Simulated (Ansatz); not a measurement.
Ansatz (a first-principles code) run on SrZn₂ (Imma, 12 atoms in the cell): self-consistent single point.

Level of theory: r2SCAN, default PAW files made with PBE (plane waves; Ansatz).

The change in words: 1 x 1 x 2 supercell, mesh divided and rounded up; kpoints.mp_grid.grid: 5 5 5 → 5 5 3. Reference geometry:
```
SrZn2
1.0
   -2.38950     3.89750     3.91000
    2.38950    -3.89750     3.91000
    2.38950     3.89750    -3.91000
Sr Zn
2 4
Direct
  0.30200   0.05200   0.25000
  0.69800   0.94800   0.75000
  0.27400   0.33500   0.93900
  0.89600   0.33500   0.56100
  0.72600   0.66500   0.06100
  0.10400   0.66500   0.43900
```

Reference input (self-consistent single point, DFT, r2SCAN, plane waves, default PAW files made with PBE): basis.ecutwfc = 500 eV; kpoints.mp_grid.grid = 5 5 5; hamiltonian.xc = r2scan; hamiltonian.pseudopotentials = {kind: paw} (the program's default PAW files); scf.occupations.method = gaussian; scf.occupations.width = 0.1 eV. This run's input differs from it in these lines:

Ansatz 0.2 input:
```diff
@@ -4,10 +4,16 @@
     - [2.389500, -3.897500, 3.910000]
-    - [2.389500, 3.897500, -3.910000]
+    - [4.779000, 7.795000, -7.820000]
   atoms:
-    - { symbol: Sr, position: [0.302000, 0.052000, 0.250000] }
-    - { symbol: Sr, position: [0.698000, 0.948000, 0.750000] }
-    - { symbol: Zn, position: [0.274000, 0.335000, 0.939000] }
-    - { symbol: Zn, position: [0.896000, 0.335000, 0.561000] }
-    - { symbol: Zn, position: [0.726000, 0.665000, 0.061000] }
-    - { symbol: Zn, position: [0.104000, 0.665000, 0.439000] }
+    - { symbol: Sr, position: [0.302000, 0.052000, 0.125000] }
+    - { symbol: Sr, position: [0.302000, 0.052000, 0.625000] }
+    - { symbol: Sr, position: [0.698000, 0.948000, 0.375000] }
+    - { symbol: Sr, position: [0.698000, 0.948000, 0.875000] }
+    - { symbol: Zn, position: [0.274000, 0.335000, 0.469500] }
+    - { symbol: Zn, position: [0.274000, 0.335000, 0.969500] }
+    - { symbol: Zn, position: [0.896000, 0.335000, 0.280500] }
+    - { symbol: Zn, position: [0.896000, 0.335000, 0.780500] }
+    - { symbol: Zn, position: [0.726000, 0.665000, 0.030500] }
+    - { symbol: Zn, position: [0.726000, 0.665000, 0.530500] }
+    - { symbol: Zn, position: [0.104000, 0.665000, 0.219500] }
+    - { symbol: Zn, position: [0.104000, 0.665000, 0.719500] }
 basis:
@@ -16,3 +22,3 @@
   mp_grid:
-    grid: [5, 5, 5]
+    grid: [5, 5, 3]
 hamiltonian:
```

Output, abridged:

```
SCF iter   1: F=—  HF=-40828.649422 eV  |F-HF|=—  |Δ(HF+E_count)|=         —  Δρ=1.44e-2  dr2=4.13e-1  dr2_τ=2.27e-2  ethr=1.77e-3  ⟨swp⟩=12.6  Hψ=17947  notcnv=0  defer=12
all-band conjugate gradients solve this SCF's bands
preconditioner: auto → Kerker (q_TF=auto, 2.403 Å⁻¹)
SCF iter   2: F=—  HF=-40828.778757 eV  |F-HF|=—  |Δ(HF+E_count)|=   1.29e-1  Δρ=2.52e-3  dr2=4.43e-2  dr2_τ=1.89e-3  ethr=3.04e-4  ⟨swp⟩=2.2  Hψ=5880  notcnv=0  defer=245
   [... lines left out ...]
SCF iter   7: F=—  HF=-40828.749216 eV  |F-HF|=—  |Δ(HF+E_count)|=   1.05e-4  Δρ=7.54e-5  dr2=1.05e-5  dr2_τ=8.09e-8  ethr=9.35e-9  ⟨swp⟩=2.5  Hψ=5459  notcnv=0  defer=237
SCF iter   8: F=—  HF=-40828.749211 eV  |F-HF|=—  |Δ(HF+E_count)|=   5.53e-6  Δρ=1.52e-5  dr2=9.07e-7  dr2_τ=1.36e-8  ethr=7.72e-9  ⟨swp⟩=2.0  Hψ=4841  notcnv=0  defer=237
SCF iter   9: F=-40828.749211 eV  HF=-40828.749211 eV  |F-HF|=9.92e-9  |Δ(HF+E_count)|=   2.94e-7  Δρ=2.99e-6  dr2=5.07e-8  dr2_τ=6.62e-10  ethr=7.35e-11  ⟨swp⟩=11.9  Hψ=19368  notcnv=0
SCF 1 converged in 9 iterations: F = -40828.749211 eV  dr2 = 5.07e-8
Free energy (F): -40828.749211 eV
Internal energy: -40828.720903 eV  (E = F + TS)
E sigma→0 (E₀):  -40828.735057 eV
Entropy (-TS):   -0.028308 eV (-2.359 meV/atom)
Fermi energy:    8.178011 eV
--- Forces (eV/Å), atoms counted from 1 ---
  atom   1  Sr    -0.00797808    -0.00255866    -0.16928641
  atom   2  Sr    -0.00797808    -0.00255866    -0.16928641
  atom   3  Sr     0.00797808     0.00255866     0.16928641
  atom   4  Sr     0.00797808     0.00255866     0.16928641
  atom   5  Zn    -0.01085669    -0.09406080    -0.00352640
  atom   6  Zn    -0.01085669    -0.09406080    -0.00352640
  atom   7  Zn    -0.00575110     0.08537244     0.00216502
  atom   8  Zn    -0.00575110     0.08537244     0.00216502
   [... lines left out ...]
  atom  12  Zn     0.00575110    -0.08537244    -0.00216502
--- Stress (GPa, compression-positive) ---
       -1.768126      -0.050657      -0.037624
       -0.050657      -0.941041      -0.063610
       -0.037624      -0.063610      -1.508324
  P = ⅓ Tr σ = -1.4058 GPa (-14.058 kbar)
  The stress holds the Pulay correction. Without it, at fixed plane waves, as pw.x and ABINIT print it: P = -1.4295 GPa
```

The run converged in 9 iterations. Against the reference run the free energy drops by 4.2 meV/atom, the pressure moves little (-1.39 to -1.41 GPa) and the largest force hardly changes (0.165 to 0.169 eV/Å).

The starting cell comes from a database of published, mostly measured structures (it also holds non-ambient and calculated ones), without a prior relaxation at this level. Ansatz's pressure includes its estimate of the finite-basis (Pulay) stress.

The mesh has a lower symmetry than the crystal, so small forces and shears that the space group forbids can appear.

Cost on one core of a shared machine: roughly 2 min.
